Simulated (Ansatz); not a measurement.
# silicon: the defect Si vacancy + Si vacancy + Ni interstitial

Level of theory: PBE, PAW (plane waves to 420 eV; Ansatz, a quantum-chemistry and plane-wave program). The supercell holds 64 host sites (2×2×2 repeats of the unit cell), with a 2×2×2 shifted k-point sampling for the final energies. Sites at the start: the Si site; Si 2.37 Å away; midway between the emptied sites. Finite-size correction: monopole term and site-potential alignment. Dielectric constants: PBE linear response of the host. Host gap at this level: 0.61 eV. A cell of this size leaves errors of a few tenths of an eV. PBE underestimates the host's gap, which shifts levels and can delocalise carriers. Spin–orbit coupling is left out, and no Hubbard U is applied to the open shells. Each state is the lowest found from its start.

Formation energies E_f are given with the Fermi level at the valence-band maximum. Chemical conditions: impurity bounded by its compound with the host (Δμ(Si) = 0.00 eV, Δμ(Ni) = -1.06 eV, bounded by fluorite-type NiSi2; only phases computed here count, gases as isolated molecules at 0 K). Reference phases: Ni: fcc Ni, ferromagnetic, Si: silicon.

| charge | moment (μB) | point group | largest move off a lattice site (Å) | image correction with alignment (eV) | E_f, impurity bounded by its compound with the host (eV) |
|---|---|---|---|---|---|
| +1† | quenched | – | 0.43 | -0.14 | – |
| 0† | not spin-polarised | – | 0.41 | 0.00 | 4.63 |
| −1† | quenched | – | 0.41 | 0.30 | – |
| −2 | not spin-polarised | D3d | 0.42 | 0.79 | 4.84 |

† Not settled in this cell, so no level is given: charge +1: a level filled in part, carriers not clearly localised, level within 0.1 eV of a band edge or past it; charge 0: a level filled in part, carriers not clearly localised, no spin-polarised start tried, level within 0.1 eV of a band edge or past it; charge −1: a level filled in part, carriers not clearly localised.

Point groups are those of the whole cell at tolerances of 0.03 and 0.1 Å ("near" where only the looser one holds); none is given for unsettled states.

Starting moments that weren't kept: charge +1 began with 1 μB and ended with 0.0; charge −1 began with 1 μB and ended with 0.0.

Flagged in the runs: a doubtful potential alignment, a strain field that reaches the edge of the cell.

All states together cost around 80 core-minutes (rough).
